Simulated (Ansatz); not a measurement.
**Response to strain in As**

Start from As (space group R-3m, No. 166; a = 3.745 Å, c = 9.755 Å (hexagonal axes); layered; relaxed with 0.1 eV smearing). Axes: x lies along a and z along c of the hexagonal cell.

Strains are applied to the cell and any free atomic positions relax; under biaxial strain the out-of-plane vector relaxes too; under stress the whole cell relaxes.

Level of theory: PBEsol-D3(BJ) (Ansatz, a first-principles code), without spin-orbit coupling.

Notes on the quantities. pressure: mean of the normal stresses, compression positive; energy relative to the base: free energy F.

```json
[
 {"change": "base", "pressure": "0.0 GPa", "energy relative to the base": "0 meV/atom", "volume per atom": "19.75 Å³", "space group": "R-3m (No. 166)"},
 {"change": "biaxial strain −1.82 %, plane normal [001], relaxed out of plane", "pressure": "___", "energy relative to the base": "+6.3 meV/atom", "volume per atom": "19.44 Å³", "space group": "R-3m (No. 166)"},
 {"change": "biaxial strain −1.63 %, plane normal [001], relaxed out of plane", "pressure": "1.6 GPa", "energy relative to the base": "+5.1 meV/atom", "volume per atom": "19.46 Å³", "space group": "R-3m (No. 166)"},
 {"change": "biaxial strain +0.30 %, plane normal [001], relaxed out of plane", "pressure": "-0.3 GPa", "energy relative to the base": "+0.2 meV/atom", "volume per atom": "19.81 Å³", "space group": "R-3m (No. 166)"},
 {"change": "biaxial strain +3.63 %, plane normal [001], relaxed out of plane", "pressure": "-3.9 GPa", "energy relative to the base": "+27 meV/atom", "volume per atom": "20.52 Å³", "space group": "R-3m (No. 166)"},
 {"change": "isotropic strain +2.88 %", "pressure": "-5.1 GPa", "energy relative to the base": "+30 meV/atom", "volume per atom": "21.50 Å³", "space group": "R-3m (No. 166)"},
 {"change": "uniaxial stress, 2 GPa compression along x", "pressure": "–", "energy relative to the base": "___", "volume per atom": "19.63 Å³", "space group": "C2/m (No. 12)"},
 {"change": "uniaxial stress, 5 GPa compression along z", "pressure": "–", "energy relative to the base": "+20 meV/atom", "volume per atom": "18.95 Å³", "space group": "R-3m (No. 166)"},
 {"change": "tensor shear ε_yz = −0.56 %", "pressure": "0.0 GPa", "energy relative to the base": "+0.5 meV/atom", "volume per atom": "19.74 Å³", "space group": "C2/m (No. 12)"},
 {"change": "tensor shear ε_xy = −3.47 %", "pressure": "0.3 GPa", "energy relative to the base": "+16 meV/atom", "volume per atom": "19.72 Å³", "space group": "P-1 (No. 2)"}
]
```

Q: What belongs in the blanks?

A: 
- biaxial strain −1.82 %, plane normal [001], relaxed out of plane, pressure: 1.7 GPa
- uniaxial stress, 2 GPa compression along x, energy relative to the base: +2.5 meV/atom

Beyond what the load breaks, stability against distortions was not tested.
